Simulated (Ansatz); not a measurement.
We consider CsCl-type CoGa, described by PBEsol (plane waves, PAW; Ansatz, a quantum-chemistry and plane-wave program).

Numerical settings: plane-wave cutoff 520 eV, 20×20×20 k mesh, Fermi–Dirac smearing 0.05 eV, no spin polarisation, scalar-relativistic PAW data made under PBE.

Cell (relaxed at this level):

CoGa is taken in the cubic space group Pm-3m (No. 221), the CsCl type structure, Pearson symbol cP2. Conventional cell: a = 2.8399 Å, b = 2.8399 Å, c = 2.8399 Å, α = 90.00°, β = 90.00°, γ = 90.00°. Ga on 1b has 8 Co at 2.459 Å and 6 Ga at 2.840 Å. Co on 1a is coordinated by 8 Ga at 2.459 Å and 6 Co at 2.840 Å. (Neighbours: up to the widest gap in distance over summed covalent radii, below 1.35, at either atom.)

Task: What does this level give for the bulk modulus and pressure derivative B′ of the bulk modulus?

Result: 
* **bulk modulus**: 201 GPa
* **pressure derivative B′ of the bulk modulus**: 4.7

The run finds no gap.

The computed numbers hold no vibrational or temperature effects.

Cost on a shared machine: around 90 core-seconds (rough).
